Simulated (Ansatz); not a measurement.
System: Bi2O2Te (model structure, started from the La2SO2 type, P-3m1, No. 164, 5 atoms in the cell). Method: LDA (PAW; Ansatz, a program for electronic structure).

Settings: plane-wave cutoff 520 eV, 12×12×6 k mesh (along the axes of the cell as run), Fermi–Dirac smearing 0.01 eV, scalar-relativistic PAW data made under PBE.

Cell (relaxed at this level):

```
Bi2O2Te
1.0
    3.99976     0.00000     0.00000
   -1.99988     3.46389     0.00000
    0.00000     0.00000     7.28076
Bi Te O
2 1 2
Direct
  0.66667   0.33333   0.79838
  0.33333   0.66667   0.20162
  0.00000   0.00000   0.50000
  0.66667   0.33333   0.11435
  0.33333   0.66667   0.88565
```

Estimate the band gap, smallest direct gap on the k points sampled and direct gap at Γ that the calculation returns.


- band gap = 0.59 eV
- smallest direct gap on the k points sampled = 1.21 eV
- direct gap at Γ = 2.67 eV

Note: the relaxation could raise the start's symmetry but not lower it, so the cell can be a saddle point.

Spin–orbit coupling is not included; with these elements it can move the gap by several tenths of an eV or more.

Computed values are for the static lattice.

Computing time: roughly 21 core-seconds.

A model structure was made by putting elements into a prototype or built by hand; it is no filed structure, need not be a known phase, and can be a saddle point held by its symmetry.
